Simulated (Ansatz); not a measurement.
The reference is GaN in the zinc blende structure (space group F-43m, No. 216; a = 4.4981 Å). Axes: x, y, z lie along the cube axes.

The values are results of Kohn–Sham DFT with the PBEsol functional, run in Ansatz (a quantum-chemistry and plane-wave program) with PAW and 420 eV plane waves, without spin-orbit coupling, not measurements.

Before the change:

| Quantity | Value |
|---|---|
| Smallest direct gap | 1.70 eV |
| Band gap | 1.70 eV |
| Shortest interatomic distance | 1.948 Å |

The change: a free-standing slab of 4 layers (8 atoms, 2 a layer) is cut normal to [110], with 15 Å of vacuum and the in-plane cell held at bulk.

Task: How does this affect the smallest direct gap?

Result: The smallest direct gap increases by 0.09 eV, from 1.70 eV to 1.79 eV.

Task: How does this affect the excess energy per area of both faces?

Result: The excess energy per area of both faces (slab less bulk energy over the cell's area: twice a surface energy) amounts to 3.83 J/m².

Task: What does the calculation give for the band gap after the change?

Result: The band gap shrinks by 0.06 eV to 1.64 eV.

Task: What happens to the gap character?

Result: The gap character is indirect, Γ–Z (60 % along) → Γ.

Task: What happens to the shortest interatomic distance?

Result: The shortest interatomic distance drops by 0.102 Å to 1.846 Å.

Slab and bulk use different k-meshes, which limits the precision of the excess energy. Stability against distortions was not tested. This is not the structure that GaN has at room temperature and ambient pressure. Labels are those of the standard path for the cell's own space group.
